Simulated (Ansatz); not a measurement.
Base system: ZnS in the zinc blende structure (space group F-43m, No. 216; a = 5.357 Å).

Calculations: plane-wave PAW DFT at the PBEsol level (Ansatz, an electronic-structure program, 420 eV), no spin-orbit coupling, earlier PAW set.

Base values:

Lattice parameter a: 5.357 Å

Now apply this change: every Zn is replaced by Hg; the structure is relaxed again.

Tabulated Pauling electronegativity and covalent radius: Zn 1.65, 1.22 Å; Hg 2.00, 1.32 Å.

### Question
What happens to the lattice parameter a?

### Answer
The lattice parameter a goes up by 0.519 Å to 5.876 Å.

No phonon test of stability was made. The final runs are not spin-polarised.
